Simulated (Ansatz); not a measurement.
## Pd, response to strain

Consider Pd in the fcc (Cu type) structure (space group Fm-3m, No. 225; relaxed with 0.1 eV smearing).

```
CELL_PARAMETERS angstrom
      0.00000     1.93885     1.93885
      1.93885     0.00000     1.93885
      1.93885     1.93885     0.00000
ATOMIC_POSITIONS crystal
  Pd 0.00000 0.00000 0.00000
```

Cartesian axes are those of the cell as printed.

Strains are applied to the cell and any free atomic positions relax; under biaxial strain the out-of-plane vector relaxes too.

Computed with DFT with PBEsol, PAW potentials and a 420 eV plane-wave cutoff in Ansatz (a quantum-chemistry and plane-wave program), spin-orbit coupling left out.

Notes on the quantities. pressure: mean of the normal stresses, compression positive.

| variant | pressure | out-of-plane strain |
|---|---|---|
| base | 0.0 GPa | – |
| biaxial strain −2.08 %, plane normal [111], relaxed out of plane | 5.3 GPa | +1.94 % |
| biaxial strain −1.67 %, plane normal [111], relaxed out of plane | 4.1 GPa | ? |
| biaxial strain −1.25 %, plane normal [111], relaxed out of plane | 3.0 GPa | +1.15 % |
| biaxial strain −0.42 %, plane normal [111], relaxed out of plane | 1.0 GPa | +0.38 % |
| biaxial strain +0.42 %, plane normal [111], relaxed out of plane | -0.9 GPa | -0.38 % |
| biaxial strain +0.83 %, plane normal [111], relaxed out of plane | -1.7 GPa | ? |
| biaxial strain +1.25 %, plane normal [111], relaxed out of plane | -2.5 GPa | ? |
| biaxial strain +2.08 %, plane normal [111], relaxed out of plane | -4.0 GPa | -1.84 % |
| biaxial strain +2.50 %, plane normal [111], relaxed out of plane | -4.7 GPa | ? |

Q: Complete the table.

A: 
- biaxial strain −1.67 %, plane normal [111], relaxed out of plane, out-of-plane strain: +1.55 %
- biaxial strain +0.83 %, plane normal [111], relaxed out of plane, out-of-plane strain: -0.75 %
- biaxial strain +1.25 %, plane normal [111], relaxed out of plane, out-of-plane strain: -1.12 %
- biaxial strain +2.50 %, plane normal [111], relaxed out of plane, out-of-plane strain: -2.21 %

Whether these cells are dynamically stable was not tested. All final runs are without spin polarisation. Pd lies near a magnetic instability that expansion can trigger; it was not tested.
